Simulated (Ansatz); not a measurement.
The starting structures come from a database of crystals and need not be the phases stable at ambient conditions.

The decay constant κ of evanescent states in the gap governs leakage through a thin film.

Here is the system:

```
CELL_PARAMETERS angstrom
      3.70667     0.00000     0.00000
      0.00000     9.43621     0.00000
      0.00000    -4.71810     8.17200
ATOMIC_POSITIONS crystal
  Cs 0.50000 0.56979 0.00000
  Cs 0.50000 0.00000 0.56979
  Cs 0.50000 0.43021 0.43021
  Al 0.00000 0.00000 0.21792
  Al 0.00000 0.78208 0.78208
  Al 0.00000 0.21792 0.00000
  F  0.50000 0.00000 0.21011
  F  0.50000 0.78989 0.78989
  F  0.50000 0.21011 0.00000
  F  0.00000 0.15809 0.42302
  F  0.00000 0.57698 0.73507
  F  0.00000 0.26493 0.84191
  F  0.00000 0.42302 0.15809
  F  0.00000 0.73507 0.57698
  F  0.00000 0.84191 0.26493
  F  0.00000 0.84521 0.00000
  F  0.00000 0.00000 0.84521
  F  0.00000 0.15479 0.15479
```

Space group of this cell: P-62m. The cell is taken as given.

Transport runs along the normal of the first two printed cell vectors, the (100) plane of the conventional cell.

No gap correction and no spin-orbit coupling; mid-gap values are interpolated between computed energies.

State the band gap and the smallest decay constant κ at mid-gap according to r2SCAN in Ansatz (a program for electronic structure).

Gap 8.12 eV on a 8×4×4 mesh; κ = 0.543 1/Å, at the zone centre.
